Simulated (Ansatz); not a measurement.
**Na in the bcc (W type) structure (space group Im-3m, No. 229)**

```yaml
crystal:
  lattice:
    - [-2.09744, 2.09744, 2.09744]
    - [2.09744, -2.09744, 2.09744]
    - [2.09744, 2.09744, -2.09744]
  atoms:
    - { symbol: Na, position: [0.00000, 0.00000, 0.00000] }
```

Computed with PBE (Ansatz, an electronic-structure program; PAW; 420 eV plane waves; without spin-orbit coupling). k-mesh 16×16×16 (Γ-centred); smearing 0.05 eV (Fermi–Dirac).

| Item | Value |
|---|---|
| Volume per atom | 36.91 Å³ |
| Density | 1.03 g/cm³ |
| Band gap | zero |
| Total energy | -1486.417 eV/atom (σ→0; compares only within this code and set-up) |

Whether these cells are dynamically stable was not tested.
